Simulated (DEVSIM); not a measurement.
System: illuminated Si p-on-n cell, one wavelength, at 350 K.

```
layer (left to right)  material  thickness (μm)  Nd (cm⁻³)  Na (cm⁻³)  τn (s)  τp (s)  absorption coefficient (cm⁻¹)
---------------------  --------  --------------  ---------  ---------  ------  ------  -----------------------------
1                            Si           0.590          -     6.2e18  3.4e-7  1.3e-6                            260
2                            Si            20.0     2.5e16          -  7.7e-6  7.7e-6                            260
```

Left contact: ohmic, minority electron recombination velocity 2e5 cm/s. Right contact: ohmic, minority hole recombination velocity 3000 cm/s. Voltage is applied to the left contact. Recombination: SRH at mid-gap, radiative, Auger. Gap narrowing is on: ΔEg = 6.92 meV × (l + √(l² + 0.5)), l = ln(N/1.3e17 cm⁻³), shared equally by both band edges. Light enters at the left, 4.7e17 photons cm⁻² s⁻¹, one pass, no reflection. Mobility is μmin + (μ − μmin)/(1 + (N/Nref)^α).

This is a model device: material constants are rounded textbook-type values typed into the input, and sizes, dopings and lifetimes were drawn at random. Values at 300 K; Nc and Nv go as T^1.5, mobilities as T to minus their exponent, the gap by Varshni's rule with the affinity fixed.

```tsv
parameter	Si
gap (eV)	1.124
affinity (eV)	4.05
permittivity	11.7
Nc (cm⁻³)	2.86e19
Nv (cm⁻³)	3.1e19
μn (cm²/Vs)	1417
μp (cm²/Vs)	470
μn,min	52
μp,min	45
Nref,n	9.7e16
Nref,p	2.2e17
αn	0.68
αp	0.72
T exponent of μn	2.3
T exponent of μp	2.2
B (cm³/s)	4.7e-15
Cn (cm⁶/s)	2.8e-31
Cp (cm⁶/s)	9.9e-32
Varshni α (eV/K)	0.000473
Varshni β (K)	636
```

DEVSIM, 1D drift-diffusion, Boltzmann statistics, complete ionisation; no tunnelling, impact ionisation, image-force lowering or self-heating.

Base results: dark forward voltage at 100 A/cm² (V) 0.753; largest power (mW/cm²) 9.31; open-circuit voltage (V) 0.483; short-circuit current (mA/cm²) 24.9.

Problem. What follows from this one change: doping Na of layer 1 6.2e+18 → 6.2e+17 cm^-3?

Solution. dark forward voltage at 100 A/cm² 0.753 → 0.726 V; largest power 9.31 → 8.63 mW/cm²; open-circuit voltage 0.483 → 0.451 V; short-circuit current little changed (25.0 mA/cm²).

Problem. What follows from this one change: recombination velocity at the left contact 200000 → 100 cm/s?

Solution. dark forward voltage at 100 A/cm² 0.753 → 0.777 V; largest power 9.31 → 9.80 mW/cm²; open-circuit voltage 0.483 → 0.496 V; short-circuit current 24.9 → 25.4 mA/cm².

Problem. What follows from this one change: doping Nd of layer 2 2.5e+16 → 2.5e+17 cm^-3?

Solution. dark forward voltage at 100 A/cm² 0.753 → 0.770 V; largest power 9.31 → 9.22 mW/cm²; open-circuit voltage 0.483 → 0.507 V; short-circuit current 24.9 → 23.2 mA/cm².

Problem. What follows from this one change: thickness of layer 1 0.59 → 1.8 μm?

Solution. dark forward voltage at 100 A/cm² 0.753 → 0.764 V; largest power 9.31 → 9.63 mW/cm²; open-circuit voltage 0.483 → 0.490 V; short-circuit current 24.9 → 25.3 mA/cm².

Problem. What follows from this one change: constant mobility in place of the doping-dependent one?

Solution. dark forward voltage at 100 A/cm² 0.753 → 0.732 V; largest power 9.31 → 9.20 mW/cm²; open-circuit voltage 0.483 → 0.465 V; short-circuit current 24.9 → 25.8 mA/cm².
